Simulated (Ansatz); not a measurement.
Base system: Ru in the hcp (Mg type) structure (space group P6_3/mmc, No. 194; a = 2.691 Å, c = 4.249 Å; relaxed with 0.1 eV smearing). Axes: x lies along a and z along c of the hexagonal cell.

Calculations: Ansatz (a quantum-chemistry and plane-wave program), PBEsol, PAW, cutoff 420 eV, spin-orbit coupling left out.

Before the change:

| Item | Result |
|---|---|
| Shortest interatomic distance | 2.632 Å |
| Band gap | zero |

Perturbation: tensor shear ε_xz = +0.29 % (engineering shear γ = 0.0058), atoms relaxed at fixed cell.

Problem. What happens to the stress, energy relative to the base, shortest interatomic distance and band gap?

Solution. The stress (xx, yy, zz, yz, xz, xy; compression positive) is (0.0, 0.0, 0.0, 0.0, -1.2, 0.0) GPa; the energy is nearly the same; the shortest interatomic distance falls by 0.006 Å to 2.626 Å; the band gap remains zero.

The cells carry an imposed strain or load. Whether these cells are dynamically stable was not tested. All final runs are without spin polarisation.
